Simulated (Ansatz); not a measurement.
AlB2-type HfB2 was calculated with r²SCAN+rVV10 (Ansatz, a first-principles code, PAW).

Numerical settings: plane-wave cutoff 600 eV, 24×24×18 k mesh (along the axes of the cell as run), Fermi–Dirac smearing 0.094 eV (set by the program), scalar-relativistic PAW data made under PBE.

Computed at the level's own relaxed cell.

Hill averages of the elastic tensor: K = 259.5 GPa, G = 257.1 GPa. Volume 9.831 Å³/atom, mean atomic mass 66.704 u.

**Question.** Work out the density, the sound velocities of a polycrystal and the elastic Debye temperature, and Pugh's ratio at this level.

**Answer.** ρ = 1.66054 × 66.704/9.831 = 11.267 g/cm³. v_l = √[(K + 4G/3)/ρ] = 7.311 km/s and v_t = √(G/ρ) = 4.777 km/s. The mean follows from 3/v_m³ = 1/v_l³ + 2/v_t³: v_m = 5.235 km/s. Θ_D = (ħ/k_B) v_m (6π²/V)^(1/3) = 76.38 K Å s/km × 5.235 × 1.8195 Å⁻¹ = 728 K, counting all atoms of the cell. K/G = 1.01, to be set beside Pugh's rough bound of 1.75 between brittle and ductile metals.
